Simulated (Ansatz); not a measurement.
# A computed series for AlN: response to strain

Take AlN in the zinc blende structure (space group F-43m, No. 216; a = 4.370 Å) as the base.

Strains are applied to the cell and any free atomic positions relax.

Method: Ansatz (a first-principles code) r2SCAN, scalar-relativistic without spin-orbit coupling.

Notes on the quantities. energy relative to the base: free energy F.

| change | shortest interatomic distance | band gap | energy relative to the base |
|---|---|---|---|
| base | 1.892 Å | 3.94 eV | 0 meV/atom |
| isotropic strain −3.00 % | 1.835 Å | 4.01 eV | +60 meV/atom |
| isotropic strain −2.50 % | 1.845 Å | 4.00 eV | +41 meV/atom |
| isotropic strain −2.00 % | 1.854 Å | 3.99 eV | +26 meV/atom |
| isotropic strain −1.50 % | 1.864 Å | 3.98 eV | +14 meV/atom |
| isotropic strain −1.00 % | 1.873 Å | 3.96 eV | +6.4 meV/atom |
| isotropic strain −0.50 % | 1.883 Å | 3.95 eV | +1.6 meV/atom |

Stability against distortions was not tested. This is not the structure that AlN has at room temperature and ambient pressure.
